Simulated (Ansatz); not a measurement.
On SiC-3C (001, Si face) the hole barrier is 0.72 eV under Pt (001) and 1.19 eV under TaC-rs (001).

Plane-wave PAW runs of Ansatz (a program for electronic structure) at PBE, 420 eV, without spin–orbit coupling and spin-polarised for magnetic metals alone: periodic stacks cut from bulk faces, the metal strained to the host, one local minimum each, barriers from the potential line-up.

Problem. By thermionic emission alone, how do the saturation currents of the two p-type contacts compare at 300 K (kT = 25.85 meV)?

Solution. J0 = A* T² exp(−φ/kT) with one A* for the host, so the ratio is exp[(1.19 − 0.72) / 0.02585] = exp(18.2), about 10^7.9 in favour of Pt. An error of 0.1 eV in either barrier moves this by a factor of about 50, and tunnelling and image lowering are left out.
